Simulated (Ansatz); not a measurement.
We consider Pt3Sn (Pm-3m, No. 221, 4 atoms in the cell; start mp-20971), described by r²SCAN (PAW; Ansatz, a first-principles code).

Numerical settings: plane-wave cutoff 560 eV, 14×14×14 k mesh, Fermi–Dirac smearing 0.05 eV, scalar-relativistic PAW data made under PBE.

Cell (relaxed at this level):

Space group Pm-3m (No. 221); a = b = c = 4.0254 Å, α = β = γ = 90.00°

```csv
atom,site,symmetry,x,y,z
Sn,1a,m-3m,0.0000,0.0000,0.0000
Pt,3c,4/mm.m,0.0000,0.5000,0.5000
```

Question: Estimate the bulk modulus that the calculation returns.

Answer: 
* **bulk modulus**: 222 GPa

The run finds no gap.

Note: the bulk modulus is −V dP/dV from two relaxed cells at ±2 % in volume; the relaxation could not lower the start's symmetry, so the cell can be a saddle point above a distorted one.

Spin–orbit coupling is not included.

Computed values are for the static lattice.

Cost on a shared machine: very roughly 100 core-seconds.

A start named mp-… is a Materials Project structure, which need not be a measured phase.
